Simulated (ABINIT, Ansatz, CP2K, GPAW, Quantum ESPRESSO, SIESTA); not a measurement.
# CdAu (Pm-3m, 2 atoms in the cell) computed with different codes at matched settings

Self-consistent single point.

```yaml
crystal:
  lattice:
    - [3.33811, 0.00000, 0.00000]
    - [0.00000, 3.33811, 0.00000]
    - [0.00000, 0.00000, 3.33811]
  atoms:
    - { symbol: Cd, position: [0.00000, 0.00000, 0.00000] }
    - { symbol: Au, position: [0.50000, 0.50000, 0.50000] }
```

All programs got the same cell, k-point mesh and kind of occupations (in Ansatz's words: kpoints.mp_grid.grid = 7 7 7; scf.occupations.method = gaussian; scf.occupations.width = 0.272 eV); potentials, basis and cutoffs are each program's usual ones.

| code | model | pressure (GPa) | k-points | cutoff |
|---|---|---|---|---|
| Quantum ESPRESSO | PBEsol, GBRV 1.5 ultrasoft (PBESOL) pseudopotentials | -2.46 | 20 | 40 Ry |
| CP2K | PBEsol, GPW, DZVP-MOLOPT-SR-GTH basis, GTH-PBE potentials (GTH_POTENTIALS) | 1.49 | 172 | grid 500 Ry |
| Ansatz | PBEsol, PAW files made with PBE | -2.41 | 20 | default |
| SIESTA | GGA PBEsol, numerical atomic orbitals DZP, PseudoDojo PBEsol standard norm-conserving potentials (rewritten from UPF to PSML) | -4.22 | 172 | grid 300 Ry |
| GPAW | PBEsol, GPAW PAW datasets PBEsol (made by gpaw-setup) | -2.26 | 20 | 600 eV |
| ABINIT | PBEsol, PAW (JTH v2.0 PBE PAW, files made for PBE) | -2.65 | 20 | 26 Ha |

The spread over the programs that give each value: pressure within 5.71 GPa.

The starting cell comes from a database of computed structures (which also holds hypothetical and non-ambient phases and stackings), without a prior relaxation at this level. Its lattice was rescaled by a random factor within 2.5 % of one. On Ansatz's run: Spin-orbit coupling is off.

**Question.** Why do the programs differ, and what cannot be compared?

**Answer.** Differences of this kind can come from the potentials, where these differ, and from what each basis and cutoff leave unconverged. The valence holds different numbers of electrons (Quantum ESPRESSO 23, CP2K 23, Ansatz (an electronic-structure program) 39, SIESTA 39, GPAW 23, ABINIT 23). The zero of total energies and Fermi levels follows the potentials and each program's conventions, so they are not compared here. CP2K and SIESTA use small atom-centred bases, whose incompleteness enters pressures, forces and empty levels differently from a plane-wave cutoff. Ansatz's pressure is given at a fixed set of plane waves, as the other plane-wave codes print theirs; with its correction for the finite basis it is -2.37 GPa. The programs reduce the same mesh by symmetry to different extents, which changes the work and not the result. In the pressure, CP2K (by 3.92) and SIESTA (by 1.78) lie more than 1 GPa from the median of the plane-wave programs.

Left out of this page: Elk and FLEUR (not drawn, or without a comparable value).

Keys are those of Ansatz 0.2.
